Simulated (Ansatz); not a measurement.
Input:

```xyz
3
Lattice="3.0697 0.0000 0.0000 1.5348 2.6584 0.0000 1.5348 -0.8861 6.3200" Properties=species:S:1:pos:R:3 pbc="T T T"
Mo     3.0697     0.0000     0.0001
S      3.0697     1.7723     1.5905
S      4.6045     0.8861     4.7288
```

No spin polarisation.

The values are results of r2SCAN+rVV10 in Ansatz (plane waves to 500 eV, PAW, without spin-orbit coupling), earlier PAW set, not measurements. k-mesh 12×12×12 (Γ-centred); smearing 0.05 eV (Fermi–Dirac).

Task: What is the computed pressure (mean of the normal stresses, compression positive)?

Result: 71.3 kbar.

Task: Predict the gap character.

Result: Indirect, T → Γ–S₀ (56 % along).

The cells carry an imposed strain or load. Stability against distortions was not tested. The cell was made from MoS2 in the 3R-MoS2 type structure (space group R3m, No. 160; layered, stacked along the Cartesian z axis) by this change: biaxial strain −3.33 %, plane normal [001], relaxed out of plane.

Ansatz is an electronic-structure program.
